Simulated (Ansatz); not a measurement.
Input and output of a self-consistent single point for Ta2Si (I4/mcm, 6 atoms in the cell) (Ansatz, a quantum-chemistry and plane-wave program).

Computed with LDA (PW92), PAW files made with PBE (plane waves; Ansatz).

The change in words: lattice scaled by 0.98. Reference geometry:
```
CELL_PARAMETERS angstrom
     -3.08777     3.08777     2.52364
      3.08777    -3.08777     2.52364
      3.08777     3.08777    -2.52364
ATOMIC_POSITIONS crystal
  Ta 0.66359 0.83641 0.50000
  Ta 0.33641 0.16359 0.50000
  Ta 0.83641 0.33641 0.17282
  Ta 0.16359 0.66359 0.82718
  Si 0.25000 0.25000 0.00000
  Si 0.75000 0.75000 0.00000
```

Reference input (self-consistent single point, DFT, LDA (PW92), plane waves, PAW files made with PBE): basis.ecutwfc = 420 eV; kpoints.mp_grid.grid = 7 7 7; hamiltonian.xc = lda; hamiltonian.pseudopotentials = {kind: paw} (the program's default PAW files); scf.occupations.method = gaussian; scf.occupations.width = 0.1 eV. This run's input differs from it in these lines:

Ansatz 0.2 input:
```diff
@@ -2,12 +2,12 @@
   lattice:
-    - [-3.087765, 3.087765, 2.523640]
-    - [3.087765, -3.087765, 2.523640]
-    - [3.087765, 3.087765, -2.523640]
+    - [-3.026010, 3.026010, 2.473167]
+    - [3.026010, -3.026010, 2.473167]
+    - [3.026010, 3.026010, -2.473167]
   atoms:
-    - { symbol: Ta, position_ang: [2.077510, 1.010255, 2.523640] }
-    - { symbol: Ta, position_ang: [1.010255, 2.077510, 0.000000] }
-    - { symbol: Ta, position_ang: [-1.010255, 2.077510, 2.523640] }
-    - { symbol: Ta, position_ang: [4.098020, 1.010255, -0.000000] }
-    - { symbol: Si, position_ang: [0.000000, 0.000000, 1.261820] }
-    - { symbol: Si, position_ang: [0.000000, -0.000000, 3.785460] }
+    - { symbol: Ta, position_ang: [2.035960, 0.990050, 2.473167] }
+    - { symbol: Ta, position_ang: [0.990050, 2.035960, 0.000000] }
+    - { symbol: Ta, position_ang: [-0.990050, 2.035960, 2.473167] }
+    - { symbol: Ta, position_ang: [4.016060, 0.990050, -0.000000] }
+    - { symbol: Si, position_ang: [0.000000, 0.000000, 1.236584] }
+    - { symbol: Si, position_ang: [-0.000000, 0.000000, 3.709751] }
 basis:
```

Output, abridged:

```
SCF iter   1: F=—  HF=-39954.833136 eV  |F-HF|=—  |Δ(HF+E_count)|=         —  Δρ=4.07e-2  dr2=1.58e0  ethr=3.10e-3  ⟨swp⟩=6.0  Hψ=6236  notcnv=0
all-band conjugate gradients solve this SCF's bands
preconditioner: auto → Kerker (q_TF=auto, 2.547 Å⁻¹)
SCF iter   2: F=—  HF=-39954.390147 eV  |F-HF|=—  |Δ(HF+E_count)|=   4.43e-1  Δρ=2.37e-2  dr2=4.85e-1  ethr=2.64e-3  ⟨swp⟩=2.4  Hψ=2112  notcnv=0  defer=35
SCF iter   3: F=—  HF=-39954.210143 eV  |F-HF|=—  |Δ(HF+E_count)|=   1.80e-1  Δρ=3.08e-3  dr2=9.47e-3  ethr=8.08e-4  ⟨swp⟩=3.2  Hψ=2736  notcnv=0  defer=35
SCF iter   4: F=—  HF=-39954.207105 eV  |F-HF|=—  |Δ(HF+E_count)|=   3.04e-3  Δρ=2.46e-4  dr2=4.07e-5  ethr=1.58e-5  ⟨swp⟩=2.0  Hψ=1959  notcnv=0  defer=35
SCF iter   5: F=—  HF=-39954.207084 eV  |F-HF|=—  |Δ(HF+E_count)|=   2.13e-5  Δρ=4.39e-5  dr2=1.97e-6  ethr=6.78e-8  ⟨swp⟩=2.0  Hψ=1995  notcnv=0  defer=35
SCF iter   6: F=-39954.207084 eV  HF=-39954.207084 eV  |F-HF|=2.92e-8  |Δ(HF+E_count)|=   4.66e-7  Δρ=7.66e-6  dr2=5.73e-8  ethr=1.67e-10  ⟨swp⟩=10.3  Hψ=7094  notcnv=0
SCF 1 converged in 6 iterations: F = -39954.207084 eV  dr2 = 5.73e-8
Free energy (F): -39954.207084 eV
Internal energy: -39954.188122 eV  (E = F + TS)
E sigma→0 (E₀):  -39954.197603 eV
Entropy (-TS):   -0.018962 eV (-3.160 meV/atom)
Fermi energy:    18.312439 eV
--- Forces (eV/Å), atoms counted from 1 ---
  atom   1  Ta     0.15391195    -0.15391195     0.00000000
  atom   2  Ta    -0.15391195     0.15391195     0.00000000
  atom   3  Ta     0.15391195     0.15391195     0.00000000
  atom   4  Ta    -0.15391195    -0.15391195     0.00000000
  atom   5  Si     0.00000000     0.00000000     0.00000000
  atom   6  Si     0.00000000    -0.00000000     0.00000000
--- Stress (GPa, compression-positive) ---
        6.080615       0.000000      -0.000000
        0.000000       6.080615      -0.000000
        0.000000       0.000000       7.797003
  P = ⅓ Tr σ = 6.6527 GPa (66.527 kbar)
  The stress holds the Pulay correction. Without it, at fixed plane waves, as pw.x and ABINIT print it: P = 6.6338 GPa
```

The run converged in 6 iterations. Against the reference run the free energy goes down by 4.8 meV/atom, the pressure goes from -7.55 to 6.65 GPa and the largest force goes from 0.067 to 0.218 eV/Å.

The starting cell comes from a database of computed structures (which also holds hypothetical and non-ambient phases and stackings), without a prior relaxation at this level. For this run, on top of that: lattice scaled by 0.98. Spin polarisation is off. With a pressure of about 7 GPa the cell is away from its equilibrium volume at this level. Ansatz's pressure includes its estimate of the finite-basis (Pulay) stress.
